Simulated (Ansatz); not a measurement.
Na3Sb: stress against strain

Na3Sb (P6_3/mmc, 28.878 Å³/atom and stress up to 0.01 GPa in the relaxed cell, c along z) under an equal strain ε in the (0001) plane with the normal axis free, as in a coherent film. PBEsol in Ansatz, a plane-wave DFT program (PAW, default set), 420 eV, 10×10×5 Γ-centred mesh, Fermi-Dirac smearing 0.05 eV; ions are relaxed, or left where forces stay under 0.02 eV/Å, within the symmetry of each cell. Stress is positive for a compressed cell.

Here s stands for strain and y for stress xx.

```
strain (%)  stress xx (GPa)
----------  ---------------
-3.00                     ?
-1.50                  0.94
-0.75                  0.45
0.00                   0.01
0.75                  -0.41
1.50                  -0.79
```

**Question.** Fit y against s with a straight line, and predict the withheld value at s = -3.00.

**Answer.** Means: s 0, y 0.040. About the means, the sum of products is -3.2400 and the sum of squares of s is 5.6250; the slope is their ratio. Least squares gives y = 0.040 - 0.5760·s. Residuals (row less fit): 0.036, -0.022, -0.030, -0.018, 0.034; standard error 0.037 (degrees of freedom: 3). The slope gives the biaxial elastic modulus of this plane = 58 ± 2 GPa (± standard error of the fit, which holds the terms cut off). At the withheld row, y = 0.040 - 0.5760 × (-3.00) = 1.768 GPa. The calculation gives 2.03 GPa, 0.262 GPa above the prediction (9.3 % of the range of y in the table). The row lies outside the fitted rows, so this is an extrapolation. From the scatter of the fitted rows alone, a prediction at this place has a standard error of 0.062 GPa, so the miss is 4.2 times that.

A polynomial of degree 2 through the 8 other runs of the series gives 2.01 there, so most of the miss is curvature that the fit leaves out. The start is a measured cell from the literature; how it stands against other phases or cation orders wasn't checked. Spin-orbit coupling is left out, which can shift these values for the heavy elements here. Rows are the converged runs of the series near zero and its far end; series whose fitted rows scatter by over a few per cent of the range, as at a crossing or softening among them, aren't shown in this form, nor equations of state whose B0' disagrees with the runs' pressures. Most that stay on the fit to the last digits aren't either.
